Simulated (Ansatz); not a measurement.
**Hypothetical rock salt WGe: biaxial strain −0.43 %, plane normal [110], relaxed out of plane**

The parent structure is WGe in the rock salt structure (space group Fm-3m, No. 225; a = 5.1233 Å; a hypothetical phase, not in the database extracts checked; relaxed with 0.1 eV smearing). Axes: x, y, z lie along the cube axes.

One thing is altered: compressive biaxial strain of 0.43 % in the plane normal to [110], as in epitaxy on a mismatched substrate; the out-of-plane cell vector and the atoms relax.

Method: Ansatz (a first-principles code) r2SCAN, spin-orbit coupling left out, earlier PAW set. k-mesh 19×19×19 (Γ-centred); smearing 0.1 eV (Fermi–Dirac).

The volume per atom falls by 0.05 Å³ (16.81 Å³ → 16.76 Å³) and the space group goes from Fm-3m (No. 225) to Immm (No. 71). The shortest interatomic distance decreases by 0.011 Å (2.562 Å → 2.551 Å) and the energy goes up by 0.4 meV/atom. The pressure (mean of the normal stresses, compression positive) goes from zero to 0.5 GPa and the band gap remains zero. The out-of-plane strain comes out as +0.58 % and the mean in-plane stress (compression positive) is +0.8 GPa.

Final structure (turned so that z lies along the plane normal):

```
CELL_PARAMETERS angstrom
      3.60711     0.00000     0.00000
      0.00000     5.10122     0.00000
      1.80356     2.55061     1.82194
ATOMIC_POSITIONS crystal
  Ge 0.00000 0.00000 0.00000
  W  0.00000 0.50000 0.00000
```

Stability against distortions was not tested. The final runs are not spin-polarised. WGe has a high density of states at the Fermi level and may be magnetic at this level.
